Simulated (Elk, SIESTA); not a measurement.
A SIESTA input for a self-consistent single point of a sheet of Ta2N (3 atoms in the cell) (DFT, GGA PBE with spin-orbit coupling, numerical atomic orbitals DZP, PseudoDojo PBE fully relativistic norm-conserving potentials (rewritten from UPF to PSML)):

```
# files in the folder: N.psml Ta.psml (PseudoDojo PBE fully relativistic)
SystemName  Ta2N
SystemLabel Ta2N

NumberOfAtoms                3
NumberOfSpecies              2
%block ChemicalSpeciesLabel
  1 7 N
  2 73 Ta
%endblock ChemicalSpeciesLabel
LatticeConstant              1.0 Ang
%block LatticeVectors
     2.905531000    0.000000000    0.000000000
    -1.452765000    2.516263000    0.000000000
     0.000000000    0.000000000   16.351066000
%endblock LatticeVectors
AtomicCoordinatesFormat      Fractional
%block AtomicCoordinatesAndAtomicSpecies
     0.000000000    0.000000000    0.500000000  1
     0.333333000    0.666667000    0.571893000  2
     0.666667000    0.333333000    0.428107000  2
%endblock AtomicCoordinatesAndAtomicSpecies

XC.functional                GGA
XC.authors                   PBE
PAO.BasisSize                DZP
PAO.EnergyShift              0.005 Ry
MeshCutoff                   400 Ry
%block kgrid.MonkhorstPack
    7   0   0  0.0
    0   7   0  0.0
    0   0   1  0.0
%endblock kgrid.MonkhorstPack
OccupationFunction           MP
OccupationMPOrder            0
ElectronicTemperature        0.05 eV
Spin                         spin-orbit
%block DM.InitSpin
  1 0.00 0.00 0.00
  2 0.00 0.00 0.00
  3 0.00 0.00 0.00
%endblock DM.InitSpin

MaxSCFIterations             150
SCF.Mixer.Method             Broyden
SCF.Mixer.Weight             0.2
SCF.Mixer.History            8
SCF.DM.Tolerance             1.0E-05
Diag.ParallelOverK           true
WriteForces                  true
```

Task: Translate this input to Elk.

Result: This is the input that was run; spellings and numerical settings could be chosen otherwise.

```
tasks
  0

xctype
  20

spinorb
  .true.

rgkmax
  8.0

gmaxvr
  14.0

nxlo
  2

lorbcnd
  .true.

lmaxi
  3

nempty
  10

stype
  0

swidth
  0.00183747

scale
  5.490657119

avec
    1.0000000000   -0.0000000557    0.0000000000
   -0.4999999517    0.8660254316    0.0000000000
    0.0000000000    0.0000000000    5.6275662301

atoms
  2   : nspecies
  'N.in'   : spfname
  1   : natoms; atposl, bfcmt below
  0.0000000000  0.0000000000  0.5000000000    0.0 0.0 0.0
  'Ta.in'   : spfname
  2   : natoms; atposl, bfcmt below
  0.3333333333  0.6666666667  0.5718930000    0.0 0.0 0.0
  0.6666666667  0.3333333333  0.4281070000    0.0 0.0 0.0

ngridk
  7 7 1
```

Basis, cutoffs, solver keys and any potentials are the target program's own. This input uses DFT, PBE, spin-orbit coupling in second variation, all-electron FP-LAPW, Elk's shipped species files, APW+lo basis with extra local orbitals.

The starting cell was generated: these elements placed on a structure prototype, without a prior relaxation; it need not be a known phase or ordering of this composition. Its lattice was rescaled in the plane by a random factor within 2.5 % of one.
